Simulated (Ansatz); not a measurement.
Amorphous Hf18O37Mg, 56 atoms at 8.63 g/cm³, one PBE-relaxed geometry, zone centre. Methods: PBE, scalar-relativistic without spin-orbit coupling (Ansatz, an electronic-structure program); r2SCAN, scalar-relativistic without spin-orbit coupling (Ansatz); HSE06, scalar-relativistic without spin-orbit coupling (Ansatz). Plane waves to 420 eV (r2SCAN 500 eV); exact exchange is cut at the cell's faces. At PBE the levels at the filled edge of the gap are localised (band-tail or defect states), and the nearest spread-out levels lie 4.1 eV apart at the zone centre. All rungs ran without spin polarisation.

A CHGNet melt-quench gave the starting glass, which DFT then relaxed. O atoms were pushed apart under 1.9 Å during the dynamics, to hinder bonds among them. The hot cell started wider than the set density and was brought back towards it in steps. It is the lowest in DFT energy of 2 quenches. It is a model cell: composition and starting density were chosen by hand, and all elements were melted together. No dispersion term was used. Its density started from a set value of 8.82 and ended at 8.63 g/cm³. Cooling (nominally 450 K/ps over its main leg) ran many orders faster than in experiment, which tends to leave more defects and strain. One small periodic cell is one sample of the glass; other quenches scatter about these values. Volume and shape were free in the relaxation.

The relaxation ran on the zone centre alone. At PBE the level gap is 3.75 eV on a 2×2×2 Γ-centred mesh, and the spacing at the zone centre alone 3.81 eV.

Q: What zone-centre spacing does r2SCAN give, roughly?

A: 4.26 eV (+0.45 eV against PBE).

Q: What zone-centre spacing does HSE06 give, roughly?

A: 5.33 eV (+1.52 eV against PBE).

The highest filled and the lowest empty state spread over these numbers of atoms (participation numbers): PBE: 3.6 and 27.7; r2SCAN: 3.4 and 25.4; HSE06: 3.5 and 28.9.
